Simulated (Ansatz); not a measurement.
## A constructed model of the (100) surface of fcc Al, a layer of Nb in place of the second plane (bottom of the slab: a bare face, its two planes held)

Level of theory: PBE (plane waves to 420 eV, PAW; Ansatz, an electronic-structure program).

Model: 6-atom slab, 10.6 Å thick at the start, 13x13x1 mesh, Fermi-Dirac 0.1 eV, dipole correction, 2 atoms held, the rest relaxed; start symmetry kept, larger cells not searched; no spin, no spin-orbit, no U. It is one candidate, not shown to be the stable structure of the face.

```json
{
  "work_function_of_the_top_face": "4.42 eV",
  "energy_released_by_relaxation": "0.19 eV",
  "cost": "around 50 core-seconds (rough)"
}
```
